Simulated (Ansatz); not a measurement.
## ZrN, response to strain

The reference is ZrN in the rock salt structure (space group Fm-3m, No. 225; a = 4.552 Å). Axes: x, y, z lie along the cube axes.

Strains are applied to the cell and any free atomic positions relax; under biaxial strain the out-of-plane vector relaxes too.

Method: PBEsol in Ansatz (plane waves to 420 eV, PAW, without spin-orbit coupling).

Notes on the quantities. energy relative to the base: free energy F.

| case | volume per atom | space group | energy relative to the base |
|---|---|---|---|
| base | 11.79 Å³ | Fm-3m (No. 225) | 0 meV/atom |
| biaxial strain +0.84 %, plane normal [001], relaxed out of plane | 11.95 Å³ | I4/mmm (No. 139) | +3.2 meV/atom |
| isotropic strain −4.79 % | 10.18 Å³ | Fm-3m (No. 225) | +0.240 eV/atom |
| isotropic strain +1.47 % | 12.32 Å³ | Fm-3m (No. 225) | ? |
| isotropic strain +2.01 % | 12.52 Å³ | Fm-3m (No. 225) | +34 meV/atom |
| uniaxial strain ε_xx = +0.51 % | 11.85 Å³ | I4/mmm (No. 139) | +0.5 meV/atom |
| uniaxial strain ε_yy = +2.16 % | 12.05 Å³ | I4/mmm (No. 139) | +9.1 meV/atom |
| uniaxial strain ε_zz = +4.32 % | 12.30 Å³ | I4/mmm (No. 139) | +34 meV/atom |
| tensor shear ε_xz = −0.67 % | 11.79 Å³ | Immm (No. 71) | +0.8 meV/atom |

Problem. Some entries are withheld; estimate them.

Solution. 
- isotropic strain +1.47 %, energy relative to the base: +18 meV/atom

Without a gap, meshes like the base's 18×18×18 leave anisotropic stresses uncertain by several tenths of a GPa, and small strain energies with them. Stability against distortions was not tested. All final runs are without spin polarisation. An odd electron count without spin: ZrN.

Ansatz is a program for electronic structure.
